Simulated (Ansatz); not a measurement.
Input and output of a self-consistent single point for HgTe (R3m, 2 atoms in the cell) (Ansatz, a quantum-chemistry and plane-wave program).

Level of theory: PBEsol, default PAW files made with PBE (plane waves; Ansatz).

```xyz
2
Lattice="0.0000 3.2138 3.2138 3.2138 0.0000 3.2138 3.2138 3.2138 0.0000" Properties=species:S:1:pos:R:3 pbc="T T T"
Hg     0.0289     0.0289     0.0289
Te     1.6069     1.6069     1.6069
```

Reference input (self-consistent single point, DFT, PBEsol, plane waves, default PAW files made with PBE): basis.ecutwfc = 420 eV; kpoints.mp_grid.grid = 7 7 7; hamiltonian.xc = pbesol; hamiltonian.pseudopotentials = {kind: paw} (the program's default PAW files); scf.occupations.method = fermi_dirac; scf.occupations.width = 0.01 eV. This run's input differs from it in these lines:

Ansatz 0.2 input:
```diff
@@ -12,3 +12,3 @@
   mp_grid:
-    grid: [7, 7, 7]
+    grid: [21, 21, 21]
 hamiltonian:
@@ -20,3 +20,3 @@
     method: fermi_dirac
-    width: 0.01
+    width: 0.3
 output:
```

Log, with long lists cut:

```
SCF iter   1: F=—  HF=-20569.822856 eV  |F-HF|=—  |Δ(HF+E_count)|=         —  Δρ=3.12e-3  dr2=9.90e-3  ethr=1.77e-3  ⟨swp⟩=6.0  Hψ=97300  notcnv=0
all-band conjugate gradients solve this SCF's bands
preconditioner: auto → none
SCF iter   2: F=—  HF=-20569.820619 eV  |F-HF|=—  |Δ(HF+E_count)|=   2.24e-3  Δρ=1.81e-3  dr2=4.10e-3  ethr=2.75e-5  ⟨swp⟩=2.0  Hψ=33755  notcnv=0
SCF iter   3: F=—  HF=-20569.820168 eV  |F-HF|=—  |Δ(HF+E_count)|=   4.51e-4  Δρ=3.59e-4  dr2=1.13e-4  ethr=1.14e-5  ⟨swp⟩=2.0  Hψ=29524  notcnv=0
SCF iter   4: F=—  HF=-20569.820217 eV  |F-HF|=—  |Δ(HF+E_count)|=   4.90e-5  Δρ=2.61e-4  dr2=6.94e-5  ethr=3.14e-7  ⟨swp⟩=2.0  Hψ=30432  notcnv=0
SCF iter   5: F=—  HF=-20569.820204 eV  |F-HF|=—  |Δ(HF+E_count)|=   1.31e-5  Δρ=7.31e-5  dr2=3.50e-6  ethr=1.93e-7  ⟨swp⟩=2.0  Hψ=28532  notcnv=0
SCF iter   6: F=—  HF=-20569.820205 eV  |F-HF|=—  |Δ(HF+E_count)|=   9.00e-7  Δρ=1.36e-5  dr2=1.32e-7  ethr=9.71e-9  ⟨swp⟩=2.0  Hψ=34170  notcnv=0
SCF iter   7: F=-20569.820205 eV  HF=-20569.820205 eV  |F-HF|=4.00e-9  |Δ(HF+E_count)|=   2.19e-7  Δρ=3.93e-6  dr2=1.46e-8  ethr=2.78e-10  ⟨swp⟩=6.9  Hψ=99418  notcnv=0
SCF 1 converged in 7 iterations: F = -20569.820205 eV  dr2 = 1.46e-8
Free energy (F): -20569.820205 eV
Internal energy: -20569.736097 eV  (E = F + TS)
E sigma→0 (E₀):  -20569.778151 eV
Entropy (-TS):   -0.084108 eV (-42.054 meV/atom)
Fermi energy:    9.175003 eV
--- Forces (eV/Å), atoms counted from 1 ---
  atom   1  Hg    -0.13194756    -0.13194756    -0.13194756
  atom   2  Te     0.13192720     0.13192720     0.13192720
--- Stress (GPa, compression-positive) ---
        1.987932       0.499584       0.499584
        0.499584       1.987932       0.499584
        0.499584       0.499584       1.987932
  P = ⅓ Tr σ = 1.9879 GPa (19.879 kbar)
  The stress holds the Pulay correction. Without it, at fixed plane waves, as pw.x and ABINIT print it: P = 1.9560 GPa
```

The run converged in 7 iterations. Against the reference run the free energy drops by 14.9 meV/atom, the pressure goes from 1.84 to 1.99 GPa and the largest force hardly changes (0.226 to 0.229 eV/Å).

The starting cell has typed, rounded lattice constants, without a prior relaxation at this level. Its lattice was rescaled by up to half a per cent. One atom was moved a little off its site on purpose. Ansatz's pressure includes its estimate of the finite-basis (Pulay) stress. The run gives no clean gap (levels at the Fermi energy touch, overlap or are partly filled at this smearing), which alone does not show that the compound is a metal.

Cost on one core of a shared machine: roughly 2 min.
